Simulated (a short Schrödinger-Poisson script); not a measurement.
Stack: MOS inversion layer, SiO2 on p-type Si(100), at 400 K.

| layer | material | thickness (nm) | Na (cm⁻³) |
|---|---|---|---|
| 1 | SiO2 | 1.6 | - |
| 2 | Si | 610 | 5e17 |

The device is made up for the run: typed textbook-type constants, with dimensions and the other settings drawn at random. SiO2: permittivity 3.9, conduction-band edge (eV) 3.15, gap (eV) 9, electron mass (mₑ) 0.5. Si: permittivity 11.7, conduction-band edge (eV) 0, gap (eV) 1.124, Nv at 300 K (cm⁻³) 3.1e19.

Channel valleys (confinement mass, in-plane density-of-states mass, number): Δ2 0.916, 0.19, 2; Δ4 0.19, 0.417, 4. At the gate the conduction-band edge of layer 1 lies 3.57 eV − eVg above the Fermi level of the channel; the field vanishes at the back. Gaps are held at their typed values at every temperature. Mesh 0.03 nm at interfaces.

From a short Schrödinger-Poisson script (our own, NumPy): 1D Poisson equation in equilibrium, electrons classical, Fermi-Dirac, parabolic valleys, classical holes, full ionisation, no traps, pinning or gate leakage.

The same stack at other levels of the model or other numerical settings:

```csv
run,sheet density of all electrons at Vg = 1.3 V (cm⁻²),sheet density of all electrons at Vg = 0.7 V (cm⁻²),capacitance at Vg = 1.3 V (μF/cm²),centroid of the channel electrons at Vg = 1.3 V (nm),rough cost against the base
base,8.21e12,1.60e12,1.88,0.68,about 1
"electrons treated as classical, Boltzmann",(withheld),(withheld),1.98,(withheld),0.2
"electrons treated as quantum, Hartree",6.58e12,9.38e11,1.66,1.66,5
mesh six times as coarse,8.06e12,1.55e12,1.85,0.77,0.3
```

Task: Fill in the missing entries.

Result: 
- electrons treated as classical, Boltzmann, sheet density of all electrons at Vg = 1.3 V (cm⁻²): 8.54e12
- electrons treated as classical, Boltzmann, centroid of the channel electrons at Vg = 1.3 V (nm): 0.56
- electrons treated as classical, Boltzmann, sheet density of all electrons at Vg = 0.7 V (cm⁻²): 1.63e12

The classical rows ignore confinement, and Boltzmann statistics overrate the density once the band edge passes the Fermi level.
